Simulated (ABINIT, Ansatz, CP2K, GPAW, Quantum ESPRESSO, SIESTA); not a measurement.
# NbZn3 (Pm-3m, 4 atoms in the cell) computed with different codes at matched settings

Self-consistent single point.

```yaml
crystal:
  lattice:
    - [3.90998, 0.00000, 0.00000]
    - [0.00000, 3.90998, 0.00000]
    - [0.00000, 0.00000, 3.90998]
  atoms:
    - { symbol: Nb, position: [0.00000, 0.00000, 0.00000] }
    - { symbol: Zn, position: [0.50000, 0.00000, 0.50000] }
    - { symbol: Zn, position: [0.00000, 0.50000, 0.50000] }
    - { symbol: Zn, position: [0.50000, 0.50000, 0.00000] }
```

All programs got the same cell, k-point mesh and kind of occupations (in Ansatz's words: kpoints.mp_grid.grid = 7 7 7; scf.occupations.method = fermi_dirac; scf.occupations.width = 0.1 eV); potentials, basis and cutoffs are each program's usual ones.

| code | model | pressure (GPa) | k-points | cutoff |
|---|---|---|---|---|
| CP2K | PBEsol, GPW, DZVP-MOLOPT-SR-GTH basis, GTH-PBE potentials (GTH_POTENTIALS) | -2.64 | 172 | grid 600 Ry |
| SIESTA | GGA PBEsol, numerical atomic orbitals DZP, PseudoDojo PBEsol standard norm-conserving potentials (rewritten from UPF to PSML) | -10.74 | 172 | grid 350 Ry |
| GPAW | PBEsol, GPAW PAW datasets PBEsol (made by gpaw-setup) | -3.47 | 20 | 850 eV |
| Quantum ESPRESSO | PBEsol, PSlibrary PAW (PBE) pseudopotentials | -4.92 | 20 | 55 Ry |
| ABINIT | PBEsol, PAW (JTH v2.0 PBE PAW, files made for PBE) | -3.37 | 20 | 60 Ry |
| Ansatz | PBEsol, PAW files made with PBE | -3.29 | 20 | default |

The spread over the programs that give each value: pressure within 8.10 GPa.

The starting cell comes from a database of computed structures (which also holds hypothetical and non-ambient phases and stackings), without a prior relaxation at this level. On Ansatz's run: Spin polarisation is off. In the base run, with a pressure of about -3 GPa the cell is away from its equilibrium volume at this level.

Why do the programs differ, and what cannot be compared?

Differences of this kind can come from the potentials, where these differ, and from what each basis and cutoff leave unconverged. The valence holds different numbers of electrons (CP2K 49, SIESTA 73, GPAW 49, Quantum ESPRESSO 49, ABINIT 49, Ansatz (a first-principles code) 49). The zero of total energies and Fermi levels follows the potentials and each program's conventions, so they are not compared here. CP2K and SIESTA use small atom-centred bases, whose incompleteness enters pressures, forces and empty levels differently from a plane-wave cutoff. Ansatz's pressure is given at a fixed set of plane waves, as the other plane-wave codes print theirs; with its correction for the finite basis it is -3.22 GPa. The programs reduce the same mesh by symmetry to different extents, which changes the work and not the result. In the pressure, SIESTA (by 7.32) and Quantum ESPRESSO (by 1.50) lie more than 1 GPa from the median of the plane-wave programs.

Left out of this page: Elk and FLEUR (not drawn, or without a comparable value).

Keys are those of Ansatz 0.2.
